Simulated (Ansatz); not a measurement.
Seebeck coefficient (μV/K, mean over directions) of p-type BN (F-43m) against carrier density, PBE, rigid bands run with Ansatz (a program for electronic structure). Computed gap 4.48 eV; densities at which minority carriers matter at this gap, or further valleys turn the trend, are left out. Conductivity mass 0.70 mₑ (harmonic mean over directions), N_v = 8.8e19 cm⁻³ at 300 K.

```
hole density  300 K  500 K
------------  -----  -----
1e16 cm⁻³       994   1059
1e17 cm⁻³       796    860
1e18 cm⁻³       ___    662
3e18 cm⁻³       503    567
1e19 cm⁻³       ___    464
3e19 cm⁻³       307    370
1e20 cm⁻³       ___    269
3e20 cm⁻³       129    182
1e21 cm⁻³        64    101
```

Question: Fill in the missing entries.

Answer: 
- 1e18 cm⁻³, 300 K: 598
- 1e19 cm⁻³, 300 K: 400
- 1e20 cm⁻³, 300 K: 209

Rigid bands with a gap fixed in temperature, one relaxation time for all states, no polarons or phonon drag, and whether or not such doping can be reached. Spin-orbit coupling is left out. Geometry: cell and atoms relaxed with PBEsol.
